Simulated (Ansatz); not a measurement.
## SiC under a change: strain tensor (xx, yy, zz, yz, xz, xy) = (−0.23, +1.26, −1.44, −0.49, −0.63, −2.25) %

Base system: SiC (space group P6_3mc, No. 186; a = 3.0787 Å, c = 15.1079 Å). Axes: x lies along a and z along c of the hexagonal cell.

One thing is altered: the symmetric strain tensor [-0.0023 -0.0225 -0.0062; -0.0225 0.0126 -0.0049; -0.0062 -0.0049 -0.0144]; the atoms relax in the strained cell.

Calculations: r2SCAN/PAW in Ansatz (an electronic-structure program), no spin-orbit coupling, earlier PAW set. Settings: 10×10×2 k-points, 0.05 eV Fermi–Dirac smearing.

The space group becomes P1 (No. 1) (base: P6_3mc (No. 186)) and the energy grows by 20 meV/atom. The pressure (mean of the normal stresses, compression positive) goes from zero to 1.12 GPa and the band gap decreases by 0.524 eV (2.39 eV → 1.86 eV) (an upper bound: an edge found on the path is not a true extremum; the base alone). The largest internal atomic displacement is 0.067 Å and the stress (xx, yy, zz, yz, xz, xy; compression positive) amounts to (0.47, -4.82, 7.70, 1.66, 2.09, 8.80) GPa.

Cost of the whole job for the changed cell (relaxation, final SCF and bands): about 6 core-minutes (a rough figure).

Stability against distortions was not tested.
